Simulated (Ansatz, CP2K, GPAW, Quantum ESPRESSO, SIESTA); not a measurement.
**TePdSe (P3m1, 3 atoms in the cell) computed with different codes at matched settings**

Self-consistent single point, at a second geometry (lattice scaled by 0.98). First geometry:

```
TePdSe
1.0
    3.92744     0.00000     0.00000
   -1.96372     3.40126     0.00000
    0.00000     0.00000     5.02889
Te Pd Se
1 1 1
Cartesian
  0.00000   0.00000   3.67386
  0.00000   2.26751   0.04481
  1.96372   1.13375   1.31023
```

Shared settings, as Ansatz (a quantum-chemistry and plane-wave program) writes them: kpoints.mp_grid.grid = 10 10 7; scf.occupations.method = gaussian; scf.occupations.width = 0.1 eV. Potentials and cutoffs stand in the table.

```json
[
 {"code": "Ansatz", "model": "PBEsol, PAW files made with PBE", "ΔF from the first geometry (meV/atom)": "-0.1", "pressure (GPa)": "3.30", "largest force (eV/Å)": "0.522", "cutoff": "420 eV"},
 {"code": "GPAW", "model": "PBEsol, GPAW PAW datasets PBEsol (made by gpaw-setup)", "ΔF from the first geometry (meV/atom)": "-1.9", "pressure (GPa)": "3.09", "largest force (eV/Å)": "0.487", "cutoff": "600 eV"},
 {"code": "Quantum ESPRESSO", "model": "PBEsol, GBRV 1.5 ultrasoft (PBESOL) pseudopotentials", "ΔF from the first geometry (meV/atom)": "6.9", "pressure (GPa)": "4.30", "largest force (eV/Å)": "0.771", "cutoff": "40 Ry"},
 {"code": "SIESTA", "model": "GGA PBEsol, numerical atomic orbitals DZP, PseudoDojo PBEsol standard norm-conserving potentials (rewritten from UPF to PSML)", "ΔF from the first geometry (meV/atom)": "13.2", "pressure (GPa)": "5.40", "largest force (eV/Å)": "0.782", "cutoff": "grid 400 Ry"},
 {"code": "CP2K", "model": "PBEsol, GPW, DZVP-MOLOPT-SR-GTH basis, GTH-PBE potentials (GTH_POTENTIALS)", "ΔF from the first geometry (meV/atom)": "25.3", "pressure (GPa)": "6.79", "largest force (eV/Å)": "0.966", "cutoff": "grid 500 Ry"}
]
```

Size of the force on each atom (eV/Å): Sizes of forces hide their directions.

| code | Te1 | Pd2 | Se3 |
|---|---|---|---|
| Ansatz | 0.522 | 0.230 | 0.292 |
| GPAW | 0.487 | 0.142 | 0.344 |
| Quantum ESPRESSO | 0.771 | 0.442 | 0.329 |
| SIESTA | 0.782 | 0.127 | 0.656 |
| CP2K | 0.966 | 0.537 | 0.430 |

On Ansatz's run: spin-orbit coupling is off. Spin polarisation is off.

The spread over the programs that give each value: ΔF from the first geometry within 27.2 meV/atom; pressure within 3.70 GPa; largest force within 0.479 eV/Å.

SIESTA and CP2K use small atom-centred bases, whose incompleteness enters pressures, forces and empty levels differently from a plane-wave cutoff. Ansatz's pressure is given at a fixed set of plane waves, as the other plane-wave codes print theirs; with its correction for the finite basis it is 3.34 GPa. In the pressure, SIESTA (by 2.09) and CP2K (by 3.49) lie more than 1 GPa from the median of the plane-wave programs.

The starting cell comes from a database of computed structures (which also holds hypothetical and non-ambient phases and stackings), without a prior relaxation at this level. For this run, on top of that: lattice scaled by 0.98.

Left out of this page: ABINIT and FLEUR (with a known weakness of the program); Elk (not drawn, or without a comparable value).

Keys are those of Ansatz 0.2.
